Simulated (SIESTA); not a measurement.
Band structure of La3SnC (Pm-3m, 5 atoms in the cell).

```xyz
5
Lattice="5.1081 0.0000 0.0000 0.0000 5.1081 0.0000 0.0000 0.0000 5.1081" Properties=species:S:1:pos:R:3 pbc="T T T"
La     2.5540     0.0000     0.0000
La     0.0000     2.5540     0.0000
La     0.0000     0.0000     2.5540
Sn     2.5540     2.5540     2.5540
C      0.0000     0.0000     0.0000
```

Method: GGA PBEsol, numerical atomic orbitals DZP, PseudoDojo PBEsol standard norm-conserving potentials (rewritten from UPF to PSML) in SIESTA.

Settings: XC.functional = GGA; XC.authors = PBEsol; potentials = PseudoDojo PBEsol standard; PAO.BasisSize = DZP; PAO.EnergyShift = 0.01 Ry; MeshCutoff = 350 Ry; kgrid.MonkhorstPack = 7 7 7; OccupationFunction = MP; OccupationMPOrder = 0; ElectronicTemperature = 3156.43 K; MaxSCFIterations = 150; SCF.Mixer.Method = Pulay; SCF.Mixer.Weight = 0.2; SCF.Mixer.History = 8.

The starting cell comes from a database of computed structures (which also holds hypothetical and non-ambient phases and stackings), without a prior relaxation at this level. Its lattice was rescaled by a random factor within 2.5 % of one. Values carry the incompleteness of an atom-centred basis.

Levels in eV from the Fermi level, bands 22 to 27:
```
point     22     23     24     25     26    27
-----  -----  -----  -----  -----  -----  ----
Γ      -1.05  -1.05  -1.05   0.16   0.16  0.16
X      -1.39  -1.39  -0.59  -0.33  -0.33  0.43
M      -2.04  -1.94  -1.94  -1.05   1.18  1.18
R      -3.57  -0.60  -0.60  -0.60   0.83  0.83
```

Bands cross the Fermi level along this path, so the cell is metallic at this level.

Higher empty bands are left out: an atom-centred basis made for the valence describes them poorly.
